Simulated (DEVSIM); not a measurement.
Device: Al/Al2O3/n-Ge capacitor, at 300 K.

```
layer (left to right)  material  thickness (nm)  Nd (cm⁻³)
---------------------  --------  --------------  ---------
1                         Al2O3            16.0          -
2                            Ge            3600     2.7e16
```

Metal gate on the left, work function 4.1 eV. Fixed charge at the semiconductor interface 2.5e11 cm⁻² (in units of +e); interface traps 2.5e10 cm⁻² eV⁻¹, uniform in energy, neutral level at 0.7 of the gap above the valence band.

Constants are typed, rounded textbook-type inputs, not results; the design itself was drawn at random and stands for no fabricated device. Values at 300 K.

```tsv
parameter	Al2O3	Ge
gap (eV)	6.8	0.664
affinity (eV)	1.35	4
permittivity	9	16
Nc (cm⁻³)	-	1.04e19
Nv (cm⁻³)	-	6e18
```

DEVSIM, 1D Poisson equation in equilibrium, Boltzmann statistics, complete ionisation; no quantum confinement or tunnelling. Metal contacts follow the ideal Schottky-Mott rule: no Fermi-level pinning, no interface dipoles.

The fixed charge was swept, all else fixed.

```
fixed charge (cm^-2)  threshold voltage (band bending 2φF) (V)  flat-band voltage (V)
--------------------  ----------------------------------------  ---------------------
-5.3e11                                                  -0.39                   0.12
-1.4e11                                                  -0.52                  -0.01
2.5e11                                                   -0.64                  -0.13
6.4e11                                                   -0.77                  -0.26
1.03e12                                                    [?]                  -0.38
```

Task: Fill in the missing entries.

Result: 
- 1.03e12, threshold voltage (band bending 2φF) (V): -0.89
